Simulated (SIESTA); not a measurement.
SIESTA run on NbRu (P1, 2 atoms in the cell): relaxation of cell and atoms.

Method: LDA PW92, numerical atomic orbitals TZP, PseudoDojo LDA standard norm-conserving potentials (rewritten from UPF to PSML) (SIESTA).

```
CELL_PARAMETERS angstrom
      3.18649     0.00000     0.00000
      0.00000     3.18649     0.00000
      0.00000     0.00000     3.18649
ATOMIC_POSITIONS crystal
  Nb 0.98809 0.01268 0.00951
  Ru 0.51191 0.48732 0.49049
```

Reference input (self-consistent single point, DFT, LDA PW92, numerical atomic orbitals TZP, PseudoDojo LDA standard norm-conserving potentials (rewritten from UPF to PSML)): XC.functional = LDA; XC.authors = PW92; potentials = PseudoDojo LDA standard; PAO.BasisSize = TZP; PAO.EnergyShift = 0.01 Ry; MeshCutoff = 400 Ry; kgrid.MonkhorstPack = 8 8 8; OccupationFunction = MP; OccupationMPOrder = 0; ElectronicTemperature = 1578.21 K; MaxSCFIterations = 150; SCF.Mixer.Method = Pulay. This run's input differs from it in these lines:

```diff
@@ -42,2 +42,7 @@
 Diag.ParallelOverK           true
+MD.TypeOfRun                 FIRE
+MD.Steps                     40
+MD.MaxForceTol               0.02 eV/Ang
+MD.VariableCell              true
+MD.MaxStressTol              0.05 GPa
 WriteForces                  true
```

The program printed (abridged):

```
        iscf     Eharris(eV)        E_KS(eV)     FreeEng(eV)     dDmax    Ef(eV) dHmax(eV)
   scf:    1    -4423.201646    -4441.451588    -4441.470859  1.412121 -1.532686 13.002651
   scf:    2    -4439.881904    -4444.544956    -4444.566823  0.400876 -2.467432  8.335089
   scf:    3    -4446.416016    -4446.377279    -4446.407090  0.158649 -2.494463  3.519146
   scf:    4    -4447.406134    -4447.087362    -4447.120160  0.196985 -3.329445  0.221858
   scf:    5    -4447.081459    -4447.087749    -4447.120441  0.032169 -3.245144  0.287194
   [... 2 lines left out ...]
   scf:    8    -4447.091011    -4447.091008    -4447.123754  0.000748 -3.312357  0.001033
   scf:    9    -4447.090999    -4447.091005    -4447.123752  0.000146 -3.312863  0.007072
   scf:   10    -4447.091008    -4447.091008    -4447.123755  0.000163 -3.312645  0.000082
   scf:   11    -4447.091008    -4447.091008    -4447.123755  0.000005 -3.312647  0.000057
SCF Convergence by DM+H criterion
max |DM_out - DM_in|         :     0.0000050178
max |H_out - H_in|      (eV) :     0.0000565973
SCF cycle converged after 11 iterations

Using DM_out to compute the final energy and forces

siesta: E_KS(eV) =            -4447.0910

siesta: E_KS - E_eggbox =     -4447.0910

siesta: Atomic forces (eV/Ang):
     1    0.162486   -0.172415   -0.125018
   [... lines left out ...]
siesta: Pressure (static):       -149.91795887  kBar
siesta: Pressure (total):       -149.91795887  kBar
No target stress found, assuming hydrostatic MD.TargetPressure.
Target stress (kBar)
outcell: Cell volume (Ang**3)        :     30.2843
        iscf     Eharris(eV)        E_KS(eV)     FreeEng(eV)     dDmax    Ef(eV) dHmax(eV)
siesta: Pressure (static):          0.05559193  kBar
siesta: Pressure (total):          0.05559193  kBar
outcell: Cell volume (Ang**3)        :     30.2843
siesta: FreeEng =     -4447.248361
   [... lines left out ...]
              0.303   0.303   0.738   0.739   0.671   0.740   0.671  -0.094

             -0.094  -0.121  -0.094  -0.122   0.151   0.152   0.171   0.153

              0.174

Species: Ru
Atom  Qatom  Qorb
               4s      5s      5s      5s      4py     4pz     4px     5py
               5pz     5px     4dxy    4dyz    4dz2    4dxz    4dx2-y2 4dxy
               4dyz    4dz2    4dxz    4dx2-y2 4dxy    4dyz    4dz2    4dxz
               4dx2-y2
   2 16.133   1.780   0.399  -0.205   0.664   1.927   1.927   1.927   0.286
              0.285   0.286   1.429   1.429   1.215   1.429   1.215  -0.061

             -0.061  -0.015  -0.062  -0.014   0.103   0.103   0.023   0.103

              0.021

mulliken: Qtot =       29.000

Mulliken Atomic Populations:
Atom #   charge [q] valence [e]  Species
     1     0.133303   12.866697  Nb
     2    -0.133303   16.133303  Ru
 Total    -0.000000
```

The relaxation ended unconverged. 

The starting cell comes from a database of computed structures (which also holds hypothetical and non-ambient phases and stackings), without a prior relaxation at this level. Its atoms were displaced at random from the sites of space group no. 221. Values carry the incompleteness of an atom-centred basis.

Cost on one core of a shared machine: roughly 30 min.
